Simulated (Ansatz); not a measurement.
# AlN: pressure series

Start from AlN in the wurtzite structure (space group P6_3mc, No. 186; a = 3.107 Å, c = 4.978 Å).

Cell and atoms are relaxed at each pressure.

Calculations: Ansatz (an electronic-structure program) r2SCAN, scalar-relativistic without spin-orbit coupling, earlier PAW set.

Two rows of this table had their results exchanged by mistake.

```
pressure           volume per atom (Å³)  shortest distance (Å)  band gap
-----------------  --------------------  ---------------------  --------
pressure −2 GPa                   10.50                  1.894   4.79 eV
pressure −1 GPa                   10.30                  1.882   4.96 eV
pressure 0.9 GPa                  10.36                  1.885   4.91 eV
pressure 2.1 GPa                  10.45                  1.891   4.83 eV
pressure 4.5 GPa                  10.19                  1.875   5.05 eV
pressure 9 GPa                    10.00                  1.863   5.22 eV
pressure 15 GPa                    9.76                  1.848   5.43 eV
pressure 22.5 GPa                  9.50                  1.832   5.67 eV
pressure 30 GPa                    9.27                  1.817   5.74 eV
```

Problem. Which two?

Solution. The rows for pressure −1 GPa and pressure 2.1 GPa: the volume has to fall steadily with pressure, so 10.45 Å³ belongs to pressure −1 GPa and 10.30 Å³ to pressure 2.1 GPa.

Load acts through the strain it causes; cell and atoms are relaxed under it. Whether these cells are dynamically stable was not tested. Measured, AlN leaves this structure (for rock salt) near 14 GPa (temperature not stated; as listed in Datta, Sujoy, Jana, Debnarayan, arXiv (2020)), on rising pressure, with hysteresis.
